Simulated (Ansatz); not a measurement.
Consider O vacancy in rock-salt SrO, charge state +2. Level of theory: PBE, PAW (plane waves to 420 eV; Ansatz, a program for electronic structure).

Cell of 64 host sites held at the relaxed PBE lattice; the Γ point alone; Fermi-Dirac width 0.01 eV, spin-restricted; finite-size errors left in. No zero-point or tunnelling terms. The charge state is imposed; whether it is stable for some Fermi level was not computed. Forms of the defect that were not tried may lie lower.

Barriers: single points on a 2×2×2 k-point mesh shifted by half a step at the bands' geometries (they differ from the bands' own by up to 0.29 eV, and are uncertain by about as much).

Relaxed starting cell (atoms counted from 1):

```xyz
63
Lattice="10.3905 0.0000 0.0000 0.0000 10.3905 0.0000 0.0000 0.0000 10.3905" Properties=species:S:1:pos:R:3 pbc="T T T"
Sr    -0.2193    -0.0018     0.0044
Sr    -0.0572    -0.0016     5.1985
Sr    -0.0565     5.1932     0.0038
Sr    -0.0287     5.1933     5.1997
Sr     5.4065    -0.0015     0.0025
Sr     5.2417    -0.0012     5.1981
Sr     5.2419     5.1948     0.0036
Sr     5.2149     5.1938     5.1985
O      2.5944    -0.0009     5.1986
O      2.5934     5.1940     0.0033
O      2.5936     5.1942     5.1987
O      7.7894    -0.0012     0.0041
O      7.7890    -0.0012     5.1991
O      7.7885     5.1937     0.0037
O      7.7885     5.1938     5.1991
Sr    -0.0005     2.5913     2.5970
Sr     0.0018     2.5901     7.8025
Sr    -0.0001     7.7959     2.5970
Sr     0.0013     7.7961     7.8022
Sr     5.1857     2.5911     2.5957
Sr     5.1853     2.5910     7.8013
Sr     5.1860     7.7971     2.5962
Sr     5.1859     7.7961     7.8009
O      2.5936     2.5442     2.5491
O      2.5939     2.5459     7.8490
O      2.5943     7.8435     2.5477
O      2.5943     7.8462     7.8477
O      7.7891     2.5789     2.5845
O      7.7889     2.5804     7.8138
O      7.7898     7.8081     2.5845
O      7.7896     7.8098     7.8135
Sr     2.5920    -0.0011     2.8182
Sr     2.5928    -0.0025     7.5796
Sr     2.5932     5.1935     2.6529
Sr     2.5937     5.1936     7.7452
Sr     7.7875    -0.0013     2.6515
Sr     7.7874    -0.0013     7.7456
Sr     7.7881     5.1940     2.6245
Sr     7.7889     5.1931     7.7733
O      0.0496    -0.0009     2.5480
O      0.0488    -0.0002     7.8478
O      0.0132     5.1943     2.5834
O      0.0131     5.1952     7.8131
O      5.1403    -0.0015     2.5512
O      5.1394    -0.0004     7.8518
O      5.1740     5.1938     2.5847
O      5.1739     5.1952     7.8147
Sr     2.5931     2.8127     0.0039
Sr     2.5932     2.6477     5.1986
Sr     2.5927     7.5750     0.0049
Sr     2.5934     7.7396     5.1984
Sr     7.7877     2.6466     0.0037
Sr     7.7881     2.6198     5.1999
Sr     7.7881     7.7410     0.0031
Sr     7.7887     7.7679     5.1994
O      0.0484     2.5445     0.0034
O      0.0138     2.5791     5.1986
O      0.0493     7.8447     0.0030
O      0.0141     7.8090     5.1980
O      5.1386     2.5432     0.0044
O      5.1742     2.5790     5.1998
O      5.1401     7.8438     0.0041
O      5.1747     7.8091     5.1994
```
Cell charge +2.

End state 1 differs by these moves (Å; atoms that move under 0.08 Å are left out):

```
atom  element     Δx     Δy     Δz
----  -------  -----  -----  -----
1          Sr   0.22  -0.01  -0.01
5          Sr  -0.22  -0.01  -0.01
19         Sr  -0.22  -0.01  -0.01
23         Sr   0.22  -0.01  -0.01
27          O   0.00   2.48   2.49
32         Sr   0.00   0.05  -0.22
33         Sr   0.00   0.21   0.21
35         Sr   0.00  -0.22   0.05
41          O   0.00  -0.06  -0.06
45          O   0.00  -0.06  -0.06
48         Sr   0.00  -0.22   0.05
50         Sr   0.00   0.21   0.21
51         Sr   0.00   0.05  -0.22
58          O   0.00  -0.06  -0.06
62          O   0.00  -0.06  -0.06
```

**Question.** What forward and backward barriers to end state 1 does PBE, PAW give?

**Answer.** forward 1.48 eV, backward 1.48 eV; at the saddle point atom 27 has neighbours 2 Sr at 2.26, 2 Sr at 2.65 Å. The check of the saddle point's order was inconclusive, and it lies on a symmetry element of the cell, where a band can be held.
